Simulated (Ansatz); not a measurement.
We consider CeIn3 (Pm-3m, No. 221), described by PBEsol (Ansatz, a program for electronic structure, plane waves, PAW).

Run with plane-wave cutoff 520 eV, 12×12×12 k mesh, Fermi–Dirac smearing 0.05 eV, spin-polarised with parallel moments, scalar-relativistic PAW data made under PBE.

Computed at the level's own relaxed cell.

Problem. Give the computed lattice constant a and bulk modulus B0.

Solution. 
lattice constant a: 4.623 Å
bulk modulus B0: 63.7 GPa

The run finds no gap.

Note: the magnetic order was assumed, not searched for or taken from measurement; the 4f shell is treated without U or exact exchange, so its levels and filling can be wrong; the bulk modulus is −V dP/dV from two relaxed cells at ±2 % in volume.

Spin–orbit coupling is not included.

Static lattice: no zero-point or thermal effects.

Cost on a shared machine: roughly 5 core-minutes.
